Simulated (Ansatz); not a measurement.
Consider SiO2 in the rutile structure (space group P4_2/mnm, No. 136; a = 4.155 Å, c = 2.661 Å). Axes: x, y, z lie along a, b, c of the conventional cell.

Structures relaxed with Kohn–Sham DFT with the LDA functional, run in Ansatz (an electronic-structure program) with PAW and 420 eV plane waves, scalar-relativistic without spin-orbit coupling.

Base:

Simulated powder pattern, Cu Kα1, λ = 1.54056 Å (kinematic, ideal powder, no thermal factors, no anomalous dispersion; the 10 strongest lines at most, above 2 %, up to 2θ = 90°):

```tsv
2θ (°)	I/Imax (%)	hkl
30.40	100	(110)
40.21	26	(101)
45.97	41	(111)
48.98	15	(210)
60.74	61	(211)
63.25	21	(220)
70.74	11	(002)
71.78	6.6	(310)
77.65	28	(301)
78.91	11	(112)
```

It is then changed as follows: uniaxial strain ε_xx = −2.40 %, all other strain components held at zero; the atoms relax in the strained cell.

Task: How do the reflections move or split?

Result: 
Simulated powder pattern, Cu Kα1, λ = 1.54056 Å (kinematic, ideal powder, no thermal factors, no anomalous dispersion; the 10 strongest lines at most, above 2 %, up to 2θ = 90°):

```tsv
2θ (°)	I/Imax (%)	hkl
30.78	100	(110)
40.21	12	(011)
40.51	15	(101)
46.25	43	(111)
60.96	30	(121)
61.64	32	(211)
64.13	21	(220)
77.65	15	(031)
79.11	11	(112)
79.45	13	(301)
```

The indices refer to the base's conventional cell; one index is shown for lines that coincide. The space group is now Pnnm (No. 58).

Whether these cells are dynamically stable was not tested.
